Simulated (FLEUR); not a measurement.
Band structure of ZrC (Fm-3m, 2 atoms in the cell).

```
ZrC
1.0
    0.00000     2.30888     2.30888
    2.30888     0.00000     2.30888
    2.30888     2.30888     0.00000
Zr C
1 1
Direct
  0.00000   0.00000   0.00000
  0.50000   0.50000   0.50000
```

Method: PBE, all-electron FLAPW (FLEUR), scalar-relativistic valence.

Settings: Kmax = 4.1 1/bohr; GmaxXC = 16.4 1/bohr; xcFunctional = pbe; jspins = 1; l_soc = F; mode = hist; fermiSmearingEnergy = 0.00734986 Htr; mesh (inpgen div1-3) = 10 10 10; inpgen gamma flag = true; Gmax = 16.4 1/bohr; numbands = 0; maxIterBroyd = 99; imix = Anderson; alpha = 0.05.

The starting cell has typed, rounded lattice constants, without a prior relaxation at this level. Its lattice was rescaled by a random factor within 2.5 % of one. Values depend on the basis (sphere radii, cutoffs, local orbitals), which need not be converged.

Levels in eV from the Fermi level, bands 5 to 12:
```tsv
point	5	6	7	8	9	10	11	12
Γ	-11.53	0.94	0.94	0.94	1.10	1.10	1.10	2.95
X	-10.41	-1.98	-1.94	0.11	0.11	4.73	6.05	6.05
W	-9.63	-2.78	-2.37	-2.37	3.43	3.43	6.07	7.54
K	-9.71	-3.15	-2.27	-1.64	1.54	5.19	5.72	7.85
L	-8.19	-5.52	-3.12	-3.12	4.78	4.78	5.67	6.76
U	-9.71	-3.15	-2.27	-1.64	1.54	5.19	5.72	7.85
```
